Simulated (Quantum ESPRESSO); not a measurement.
Quantum ESPRESSO run on SnF3 (P-1, 16 atoms in the cell): self-consistent single point.

Level of theory: PBEsol, GBRV 1.5 ultrasoft (PBESOL) pseudopotentials (plane waves; Quantum ESPRESSO).

```
SnF3
1.0
    4.19225     0.00000     0.00000
    0.55042     7.48298     0.00000
    0.54392     0.08328     9.27589
Sn F
4 12
Cartesian
  4.10764   5.61341   7.73164
  1.17895   1.95286   1.54425
  0.72777   5.43281   2.83499
  4.55881   2.13346   6.44090
  0.95660   2.66469   3.36669
  4.32998   4.90158   5.90921
  3.67757   6.00420   0.35081
  1.60902   1.56207   8.92508
  2.02888   5.69235   7.70539
  3.25771   1.87392   1.57050
  1.23155   0.07084   2.16388
  4.05504   7.49543   7.11201
  2.65414   2.29994   5.58882
  2.63245   5.26633   3.68708
  1.34819   3.91127   1.09864
  3.93840   3.65500   8.17726
```

Reference input (self-consistent single point, DFT, PBEsol, plane waves, GBRV 1.5 ultrasoft (PBESOL) pseudopotentials): ecutwfc = 40 Ry; ecutrho = 200 Ry; occupations = smearing; smearing = fermi-dirac; degauss = 0.0036749 Ry; potentials = {Sn: sn_pbesol_v1.4.uspp.F.UPF, F: f_pbesol_v1.4.uspp.F.UPF}; K_POINTS = automatic 6 3 3 1 1 1; conv_thr = 1e-10 Ry. This run's input differs from it in these lines:

```diff
@@ -19,3 +19,3 @@
 &ELECTRONS
- conv_thr = 1.0d-10
+ conv_thr = 7.3e-06
 /
```

The program printed (abridged):

```
     Self-consistent Calculation

     iteration #  1     ecut=    40.00 Ry     beta= 0.70

     total energy              =   -1217.92369754 Ry
     estimated scf accuracy    <       1.60713604 Ry

     iteration #  2     ecut=    40.00 Ry     beta= 0.70

     total energy              =   -1218.28861139 Ry
     estimated scf accuracy    <       1.09907037 Ry

     iteration #  3     ecut=    40.00 Ry     beta= 0.70

     total energy              =   -1218.55950465 Ry
     estimated scf accuracy    <       0.18911372 Ry

   [... 3 blocks of this kind left out ...]

     iteration #  7     ecut=    40.00 Ry     beta= 0.70

     total energy              =   -1218.59927228 Ry
     estimated scf accuracy    <       0.00002796 Ry

     iteration #  8     ecut=    40.00 Ry     beta= 0.70
     End of self-consistent calculation

     the Fermi energy is     3.5239 ev

!    total energy              =   -1218.59928063 Ry
     estimated scf accuracy    <       0.00000304 Ry
     smearing contrib. (-TS)   =      -0.00000000 Ry
     internal energy E=F+TS    =   -1218.59928063 Ry

     convergence has been achieved in   8 iterations

     Forces acting on atoms (cartesian axes, Ry/au):

     atom    1 type  1   force =     0.00249157   -0.00151905    0.00975888
     atom    2 type  1   force =    -0.00249157    0.00151905   -0.00975888
     atom    3 type  1   force =     0.00748463   -0.00737360   -0.00441259
     atom    4 type  1   force =    -0.00748463    0.00737360    0.00441259
     atom    5 type  2   force =    -0.00076509   -0.00102102   -0.01226523
   [... lines left out ...]
     Total force =     0.050082     Total SCF correction =     0.008692
   [... lines left out ...]
     SCF correction compared to forces is large: reduce conv_thr to get better values

          total   stress  (Ry/bohr**3)                   (kbar)     P=      -29.64
  -0.00020432  -0.00000903   0.00001166          -30.06       -1.33        1.71
  -0.00000903  -0.00018724  -0.00001004           -1.33      -27.54       -1.48
   0.00001166  -0.00001004  -0.00021296            1.71       -1.48      -31.33

   JOB DONE.
```

The run converged in 8 iterations. Against the reference run the free energy is nearly the same (within 1 meV/atom), the pressure hardly changes (-3.03 to -2.96 GPa), the largest force goes from 0.467 to 0.481 eV/Å and the gap on the mesh moves little (1.910 to 1.913 eV). The full log also holds: “SCF correction compared to forces is large: reduce conv_thr to get better values”.

The starting cell comes from a database of computed structures (which also holds hypothetical and non-ambient phases and stackings), without a prior relaxation at this level. The shifted mesh does not hold Γ, so a gap read on it misses any band edge there.

Cost on one core of a shared machine: roughly 6 min.
